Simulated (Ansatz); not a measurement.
An Ansatz (a quantum-chemistry and plane-wave program) run: Pt with a change (biaxial strain −1.25 %, plane normal [111], relaxed out of plane); r2SCAN, PAW, 500 eV (Ansatz; no spin-orbit coupling).

Input:

Ansatz 0.2 input:
```yaml
crystal:
  lattice:
    - [2.7524112593, 0, 0]
    - [1.3762056297, 2.3836580723, 0]
    - [1.3762056297, -0.7945526908, 2.2900052886]
  atoms:
    - { symbol: Pt, position: [0, 0, 0] }
basis: { ecutwfc: 500, ecutrho_ratio: 4, xc_grid: 4, fft_grid_basis: typed }
kpoints: { mp_grid: { grid: [29, 29, 29] } }
hamiltonian:
  xc: r2scan
  dispersion: none
  pseudopotentials: { kind: paw }
scf: { occupations: { method: fermi_dirac, width: 0.1 } }
relax: { f_tol: 0.005, max_steps: 50, cell: { stress_tol: 0.01, fix: [a, b, gamma] } }
output: { forces: true, stress: true }
checkpoint: { write: state.ck, write_every: 1000 }
```

Output (explanatory and most iteration lines left out):

```
Relaxation: its limit of steps is 50 (relax.max_steps)
Pseudopotential: Pt, paw, valence charge 18
Crystal: 1 atoms, lattice volume = 15.024 Å³
Basis set: ecut = 500 eV, 357 PW (Γ), exchange–correlation on 96×96×96 points (64 copies of the dense FFT grid, shifted against one another)
Bands: 13, of which v1, the nominal top of the filled ones, is band 9 counted from 1 (8 counted from 0)
Symmetry: 12 space group operations
Space group: R-3m (ITA 166), of the structure as read, at distance tolerance 2.5e-5 Å
k-points: 2255 of 24389
Functional: x = r2scan, c = r2scan; τ floored in thin density (d = 2e-4 eV/Å³)
SCF iter   1: F=—  HF=-12536.804394 eV  |F-HF|=—  |Δ(HF+E_count)|=         —  Δρ=1.36e-2  dr2=2.14e-2  dr2_τ=1.18e-2  ethr=1.77e-3  ⟨swp⟩=5.0  Hψ=160398  notcnv=0
SCF iter   2: F=—  HF=-12536.808863 eV  |F-HF|=—  |Δ(HF+E_count)|=   4.47e-3  Δρ=6.51e-3  dr2=4.21e-3  dr2_τ=6.37e-4  ethr=1.19e-4  ⟨swp⟩=2.0  Hψ=52293  notcnv=0
SCF 1 converged in 6 iterations: F = -12536.809231 eV  dr2 = 2.75e-8
relax step   1: F+E_penalty+E_count = -12536.80923140 eV  Δ(F+E_penalty+E_count) = +0.000e0 eV  max|allowed force component| = 0.000e0 eV/Å  Δτ_max = 0.0000 Å  P = +5.484 GPa  Ω = 15.024 Å³  fix = [a, b, gamma]  reactions: a +6.508, b +6.508 GPa  (6 SCF iters, dr2 threshold 1.00e-7 eV, accepted)
[... steps on the carried basis left out ...]
relax step   4: F+E_penalty+E_count = -12536.81065131 eV  Δ(F+E_penalty+E_count) = -3.036e-6 eV  max|allowed force component| = 0.000e0 eV/Å  Δτ_max = 0.0000 Å  P = +2.899 GPa  Ω = 15.165 Å³  energy of the carried Pulay correction = -6.280e-5 eV  fix = [a, b, gamma]  reactions: a +4.347, b +4.347 GPa  (3 SCF iters, dr2 threshold 2.20e-8 eV, accepted)
Crystal: 1 atoms, lattice volume = 15.165 Å³
SCF iter   1: F=—  HF=-12536.810673 eV  |F-HF|=—  |Δ(HF+E_count)|=         —  Δρ=2.24e-4  dr2=1.66e-7  dr2_τ=2.40e-7  ethr=3.24e-9  ⟨swp⟩=3.3  Hψ=250597  notcnv=0
SCF iter   2: F=—  HF=-12536.810705 eV  |F-HF|=—  |Δ(HF+E_count)|=   3.13e-5  Δρ=1.12e-4  dr2=4.09e-8  dr2_τ=6.63e-7  ethr=9.24e-10  ⟨swp⟩=2.0  Hψ=38092  notcnv=0
SCF 5 converged in 7 iterations: F = -12536.810717 eV  dr2 = 2.11e-14
SCF converged after 7 iterations
Free energy (F): -12536.810717 eV
Internal energy: -12536.759194 eV  (E = F + TS)
E sigma→0 (E₀):  -12536.784956 eV
Entropy (-TS):   -0.051523 eV (-51.523 meV/atom)
Fermi energy:    22.963366 eV
--- Forces (eV/Å), atoms counted from 1 ---
  atom   1  Pt    -0.00000000     0.00000000     0.00000000
--- Stress (GPa, compression-positive) ---
        4.350179      -0.000000      -0.000000
        0.000000       4.350179       0.000000
       -0.000000       0.000000       0.008613
  P = ⅓ Tr σ = 2.9030 GPa (29.030 kbar)
--- Relaxed structure (4 steps of the walk, 4 accepted, 1 SCFs on fresh bases) ---
  cell:  # Å, volume = 15.1646 Å³
    - [2.7524112593484293, -2.886751736767193e-11, -4.006412482153216e-11]
    - [1.3762056296992147, 2.383658072243625, -2.6837607681739197e-12]
    - [1.376205629699526, -0.7945526907839424, 2.3113893401505043]
  atoms:
    - { symbol: Pt, position: [0.0, 0.0, 0.0] }
```

No phonon test of stability was made. The final runs are not spin-polarised. The cell was made from Pt in the fcc (Cu type) structure (space group Fm-3m, No. 225) by this change: biaxial strain −1.25 %, plane normal [111], relaxed out of plane.
